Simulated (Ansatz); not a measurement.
Calculation: PBE (plane waves to 420 eV, PAW; Ansatz, a program for electronic structure).

Electrostatic potential energy of an electron, averaged over planes parallel to the surface, in eV from the Fermi level, for a constructed model of the (100) surface of fcc Rh, a pseudomorphic layer of Nb in the host's stacking (bottom of the slab: a bare face, its two planes held):

```json
[
 {"z (Å)": "3.86", "V (eV)": "5.06"},
 {"z (Å)": "4.16", "V (eV)": "5.06"},
 {"z (Å)": "4.45", "V (eV)": "5.06"},
 {"z (Å)": "4.75", "V (eV)": "5.05"},
 {"z (Å)": "5.05", "V (eV)": "5.04"},
 {"z (Å)": "5.34", "V (eV)": "5.03"},
 {"z (Å)": "5.64", "V (eV)": "4.99"},
 {"z (Å)": "5.94", "V (eV)": "4.91"},
 {"z (Å)": "6.23", "V (eV)": "4.75"},
 {"z (Å)": "6.53", "V (eV)": "4.39"},
 {"z (Å)": "6.83", "V (eV)": "3.59"},
 {"z (Å)": "7.12", "V (eV)": "1.83"},
 {"z (Å)": "7.42", "V (eV)": "-3.11"},
 {"z (Å)": "7.72", "V (eV)": "-12.52"},
 {"z (Å)": "8.02", "V (eV)": "-20.06"},
 {"z (Å)": "8.31", "V (eV)": "-20.83"},
 {"z (Å)": "8.61", "V (eV)": "-14.61"},
 {"z (Å)": "8.91", "V (eV)": "-5.87"},
 {"z (Å)": "9.20", "V (eV)": "-2.87"},
 {"z (Å)": "9.50", "V (eV)": "-9.05"},
 {"z (Å)": "9.80", "V (eV)": "-17.83"},
 {"z (Å)": "10.09", "V (eV)": "-21.75"},
 {"z (Å)": "10.39", "V (eV)": "-18.55"},
 {"z (Å)": "10.69", "V (eV)": "-10.07"},
 {"z (Å)": "10.98", "V (eV)": "-3.41"},
 {"z (Å)": "11.28", "V (eV)": "-5.71"},
 {"z (Å)": "11.58", "V (eV)": "-14.32"},
 {"z (Å)": "11.88", "V (eV)": "-20.90"},
 {"z (Å)": "12.17", "V (eV)": "-20.78"},
 {"z (Å)": "12.47", "V (eV)": "-14.03"},
 {"z (Å)": "12.77", "V (eV)": "-5.42"},
 {"z (Å)": "13.06", "V (eV)": "-3.15"},
 {"z (Å)": "13.36", "V (eV)": "-9.69"},
 {"z (Å)": "13.66", "V (eV)": "-18.29"},
 {"z (Å)": "13.95", "V (eV)": "-21.77"},
 {"z (Å)": "14.25", "V (eV)": "-18.15"},
 {"z (Å)": "14.55", "V (eV)": "-9.57"},
 {"z (Å)": "14.84", "V (eV)": "-3.45"},
 {"z (Å)": "15.14", "V (eV)": "-6.71"},
 {"z (Å)": "15.44", "V (eV)": "-15.45"},
 {"z (Å)": "15.73", "V (eV)": "-21.28"},
 {"z (Å)": "16.03", "V (eV)": "-20.22"},
 {"z (Å)": "16.33", "V (eV)": "-12.81"},
 {"z (Å)": "16.62", "V (eV)": "-4.52"},
 {"z (Å)": "16.92", "V (eV)": "-3.23"},
 {"z (Å)": "17.22", "V (eV)": "-10.23"},
 {"z (Å)": "17.52", "V (eV)": "-18.62"},
 {"z (Å)": "17.81", "V (eV)": "-21.64"},
 {"z (Å)": "18.11", "V (eV)": "-17.43"},
 {"z (Å)": "18.41", "V (eV)": "-8.83"},
 {"z (Å)": "18.70", "V (eV)": "-3.32"},
 {"z (Å)": "19.00", "V (eV)": "-5.86"},
 {"z (Å)": "19.30", "V (eV)": "-13.78"},
 {"z (Å)": "19.59", "V (eV)": "-21.18"},
 {"z (Å)": "19.89", "V (eV)": "-22.82"},
 {"z (Å)": "20.19", "V (eV)": "-17.57"},
 {"z (Å)": "20.48", "V (eV)": "-8.91"},
 {"z (Å)": "20.78", "V (eV)": "-2.16"},
 {"z (Å)": "21.08", "V (eV)": "1.09"},
 {"z (Å)": "21.38", "V (eV)": "2.77"},
 {"z (Å)": "21.67", "V (eV)": "3.68"},
 {"z (Å)": "21.97", "V (eV)": "4.16"},
 {"z (Å)": "22.27", "V (eV)": "4.41"},
 {"z (Å)": "22.56", "V (eV)": "4.54"},
 {"z (Å)": "22.86", "V (eV)": "4.61"},
 {"z (Å)": "23.16", "V (eV)": "4.64"},
 {"z (Å)": "23.45", "V (eV)": "4.66"},
 {"z (Å)": "23.75", "V (eV)": "4.67"},
 {"z (Å)": "24.05", "V (eV)": "4.67"}
]
```

Slab: 7 atoms, 12.1 Å thick at the start; k 14x14x1, smearing 0.1 eV, dipole-corrected; 2 atoms held, the rest relaxed; held to the start's symmetry, so lower structures may exist; no spin, no spin-orbit, no U. It is one candidate, not shown to be the stable structure of the face.

Problem. The surface cell has an area of 7.33 Å². What dipole along the normal does the step between the two vacuum levels imply?

Solution. the top vacuum level lies 0.38 eV below the bottom one; p = −ε₀ A ΔV (ε₀ = 0.005526 e/(V·Å)) gives 0.02 e·Å a cell.
